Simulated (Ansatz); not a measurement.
**GaN: biaxial strain −1.20 %, plane normal [001], relaxed out of plane**

The reference is GaN in the wurtzite structure (space group P6_3mc, No. 186; a = 3.218 Å, c = 5.243 Å). Axes: x lies along a and z along c of the hexagonal cell.

One thing is altered: biaxial strain −1.20 %, plane normal [001], relaxed out of plane (Cartesian); in-plane vectors clamped, the third vector and the atoms free.

Calculations: Ansatz (an electronic-structure program) PBE, no spin-orbit coupling. Γ-centred 12×12×6 mesh, Fermi–Dirac width 0.05 eV.

The volume per atom decreases by 0.22 Å³ to 11.54 Å³ and the space group remains P6_3mc (No. 186). The shortest interatomic distance shrinks by 0.0148 Å (1.967 Å → 1.953 Å) and the pressure (mean of the normal stresses, compression positive) goes from zero to 33.6 kbar. The band gap grows by 0.05 eV, from 1.71 eV to 1.76 eV and the gap character stays direct at Γ. The width of the top valence band goes up by 0.13 eV to 2.80 eV and the electron mass becomes 0.15 mₑ out of plane, 0.17 mₑ in plane (at Γ) (base: 0.14 mₑ along c, 0.16 mₑ across (at Γ)). The valence-band top at Γ (three highest levels, from the VBM) changes from 0.00, 0.00, -0.04 eV to 0.00, 0.00, -0.15 eV and the out-of-plane strain amounts to +0.54 %. The ratio −ε⊥/ε∥ amounts to 0.45 and the mean in-plane stress (compression positive) amounts to +5.0 GPa.

Masses are band curvatures over ±0.01 Å⁻¹ around the edge. Whether these cells are dynamically stable was not tested.
